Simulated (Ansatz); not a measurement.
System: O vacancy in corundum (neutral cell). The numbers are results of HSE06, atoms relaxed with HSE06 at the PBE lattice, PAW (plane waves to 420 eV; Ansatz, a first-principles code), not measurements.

270-site cell at the relaxed PBE lattice, the Γ point alone, smearing 0.01 eV, spin-restricted, no finite-size correction. Static, classical nuclei. The charge state is imposed; whether it is stable for some Fermi level was not computed. Forms of the defect that were not tried may lie lower.

The step: a nearby O atom hops onto the vacant site; the atom moves 2.75 Å along (-0.33, -0.36, -0.17) of the unit cell; the moving atom starts with neighbours 2 Al at 1.87, Al at 1.99, Al at 2.00 Å and ends with 2 Al at 1.87, Al at 1.99, Al at 2.00 Å.

Problem. Give the migration barrier of this step at the level HSE06, atoms relaxed with HSE06 at the PBE lattice, PAW.

Solution. 443 kJ/mol, the same both ways. At the saddle the moving atom has neighbours Al at 1.77, Al at 2.02, Al at 2.11, Al at 2.30 Å. The saddle point's order was not checked.
